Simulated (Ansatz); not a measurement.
**PbF₂ (within 0.1 Å of Fm-3m, No. 225, 6 atoms in the cell; start mp-685150; a measured phase of this formula has another space group)**

Computed with r²SCAN (PAW; Ansatz, a program for electronic structure).

Numerical settings: plane-wave cutoff 560 eV, 6×8×8 k mesh (along the axes of the cell as run), Fermi–Dirac smearing 0.01 eV, scalar-relativistic PAW data made under PBE.

Cell (relaxed with PBE-D3(BJ)):

```yaml
crystal:
  lattice:
    - [5.96260, 0.00000, 0.00000]
    - [0.00000, 2.98128, 2.98146]
    - [0.00000, -2.98128, 2.98146]
  atoms:
    - { symbol: Pb, position: [0.50000, 0.96995, 0.96995] }
    - { symbol: Pb, position: [0.00000, 0.46995, 0.46995] }
    - { symbol: F, position: [0.75012, 0.96993, 0.46989] }
    - { symbol: F, position: [0.24988, 0.46989, 0.96993] }
    - { symbol: F, position: [0.74988, 0.46993, 0.96989] }
    - { symbol: F, position: [0.25012, 0.96989, 0.46993] }
```

```json
{
 "band_gap": "4.94 eV",
 "smallest_direct_gap_on_the_k_points_sampled": "5.08 eV"
}
```

Note: cell and atoms aren't relaxed at this level (pressure -1.6 GPa).

Spin–orbit coupling is not included; with these elements it can move the gap by several tenths of an eV or more.

The computed numbers hold no vibrational or temperature effects.

A start named mp-… is a Materials Project structure, which need not be a measured phase.
